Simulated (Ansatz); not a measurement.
The starting structures come from a database of crystals and need not be the phases stable at ambient conditions.

Where the default PAW files enter, the runs use the earlier of Ansatz's two default sets.

Inside the gap of an insulator the Bloch states are evanescent, with a wavenumber k + iκ along the transport direction.

Given:

```yaml
crystal:
  lattice:
    - [3.73008, 0.00000, 0.00000]
    - [0.00000, 3.73008, 0.00000]
    - [0.00000, 0.00000, 3.73008]
  atoms:
    - { symbol: W, position: [0.00000, 0.00000, 0.00000] }
    - { symbol: O, position: [0.00000, 0.00000, 0.50000] }
    - { symbol: O, position: [0.50000, 0.00000, 0.00000] }
    - { symbol: O, position: [0.00000, 0.50000, 0.00000] }
```

Space group of this cell: Pm-3m, ReO3 type. The cell is strained (all lengths scaled by 0.98); by PBEsol its mean pressure is 15.5 GPa.

Transport runs along the normal of the first two printed cell vectors, the (001) plane of the conventional cell.

The gap is the functional's own, uncorrected, and κ follows it; spin-orbit coupling is left out. Mid-gap means the computed energy nearest the middle.

Question: Predict the band gap and the smallest decay constant κ at mid-gap from PBEsol (Ansatz, a first-principles code).

Answer: Gap 0.66 eV on a 8×8×8 mesh; κ = 0.107 1/Å, at the zone centre.
